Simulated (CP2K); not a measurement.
Band structure of Mg3CdO4 (Pm-3m, 8 atoms in the cell).

```
Mg3CdO4
1.0
    4.44664     0.00000     0.00000
    0.00000     4.44664     0.00000
    0.00000     0.00000     4.44664
Mg Cd O
3 1 4
Cartesian
  0.00000   2.22332   2.22332
  2.22332   0.00000   2.22332
  2.22332   2.22332   0.00000
  0.00000   0.00000   0.00000
  2.22332   0.00000   0.00000
  0.00000   2.22332   0.00000
  0.00000   0.00000   2.22332
  2.22332   2.22332   2.22332
```

Method of the run: PBEsol, GPW, DZVP-MOLOPT-PBE-GTH basis, GTH-PBE potentials (POTENTIAL_UZH) in CP2K.

Settings: CUTOFF = 1000 Ry; REL_CUTOFF = 50 Ry; KPOINTS/SCHEME = MONKHORST-PACK 6 6 6; GAMMA_CENTERED = T; XC_FUNCTIONAL = PBE:PBESOL; Mg/BASIS_SET = DZVP-MOLOPT-PBE-GTH-q10; Mg/POTENTIAL = GTH-PBE-q10; Cd/BASIS_SET = DZVP-MOLOPT-PBE-GTH-q12; Cd/POTENTIAL = GTH-PBE-q12; O/BASIS_SET = DZVP-MOLOPT-PBE-GTH-q6; O/POTENTIAL = GTH-PBE-q6; METHOD = GPW; EPS_DEFAULT = 1e-10; EXTRAPOLATION = USE_GUESS.

The starting cell comes from a database of computed structures (which also holds hypothetical and non-ambient phases and stackings), without a prior relaxation at this level. Values carry the incompleteness of an atom-centred basis. The potentials were made for another functional than the one used.

### Question
Predict the gap along the standard path and the places of the band edges.

### Answer
The gap along the path is 0.76 eV, from R to Γ; the smallest direct gap on it is 2.68 eV.

Levels in eV from the top of the valence band on the SCF mesh, bands 30 to 34:
```json
[
 {"point": "Γ", "30": "-3.08", "31": "-1.92", "32": "-1.92", "33": "-1.92", "34": "0.76"},
 {"point": "X", "30": "-2.59", "31": "-2.47", "32": "-2.30", "33": "-2.30", "34": "4.37"},
 {"point": "M", "30": "-2.34", "31": "-2.34", "32": "-2.32", "33": "-0.01", "34": "5.92"},
 {"point": "R", "30": "-2.07", "31": "-2.07", "32": "0.00", "33": "0.00", "34": "4.76"}
]
```

Higher empty bands are left out: an atom-centred basis made for the valence describes them poorly.
